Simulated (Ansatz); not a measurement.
**How far PBE and r2SCAN part for ZrO2, pressure 15 GPa**

Consider ZrO₂ in the fluorite structure (space group Fm-3m, No. 225; a = 5.116 Å).

(Cell as relaxed with PBE.)

Levels (all Ansatz, a first-principles code, PAW): PBE (420 eV, no spin-orbit coupling); r2SCAN (500 eV, scalar-relativistic without spin-orbit coupling).

Each level relaxes its own structure.

```tsv
base	PBE	r2SCAN
volume per atom	11.16 Å³	10.98 Å³
lattice parameter a	5.116 Å	5.089 Å
band gap	3.32 eV	3.89 eV
```

Modification: cell and atoms relaxed at a pressure of 15 GPa.

| quantity | PBE | r2SCAN |
|---|---|---|
| band gap | 3.47 eV | ___ |
| electron mass (degenerate bands, along [100]) | 0.46, 2.0 mₑ (at Γ) | ___ |

Question: What does r2SCAN give?

Answer: 
- band gap, r2SCAN: 4.05 eV
- electron mass (degenerate bands, along [100]), r2SCAN: 0.49, 2.0 mₑ (at Γ)

PBE's band gap lies 0.574 eV below r2SCAN's. Neither level is exact; r2SCAN is the comparison here, not a measurement.

Load acts through the strain it causes; cell and atoms are relaxed under it. Masses are band curvatures over ±0.01 Å⁻¹ around the edge. Stability against distortions was not tested. Competing high-pressure phases were not computed. This is not the structure that ZrO2 has at room temperature and ambient pressure.
